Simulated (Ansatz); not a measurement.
Effect of isotropic strain +1.50 % on Mo

Consider Mo in the bcc (W type) structure (space group Im-3m, No. 229; a = 3.112 Å; relaxed with 0.1 eV smearing).

Now apply this change: an isotropic linear strain of +1.50 %; the atoms relax in the strained cell.

All numbers come from LDA/PAW in Ansatz (an electronic-structure program), no spin-orbit coupling. Γ-centred 30×30×30 mesh, Fermi–Dirac width 0.1 eV.

- Volume per atom = 15.75 Å³ (base 15.06 Å³)
- Space group = Im-3m (No. 229) (base Im-3m (No. 229))
- Shortest interatomic distance = 2.735 Å (base 2.695 Å)
- Energy relative to the base (free energy F) = +27 meV/atom
- Pressure = -11.9 GPa (base 0.0 GPa)
- Band gap = zero (base zero)

Final structure:

```
CELL_PARAMETERS angstrom
     -1.57910     1.57910     1.57910
      1.57910    -1.57910     1.57910
      1.57910     1.57910    -1.57910
ATOMIC_POSITIONS crystal
  Mo 0.00000 0.00000 0.00000
```

Whether these cells are dynamically stable was not tested. All final runs are without spin polarisation.
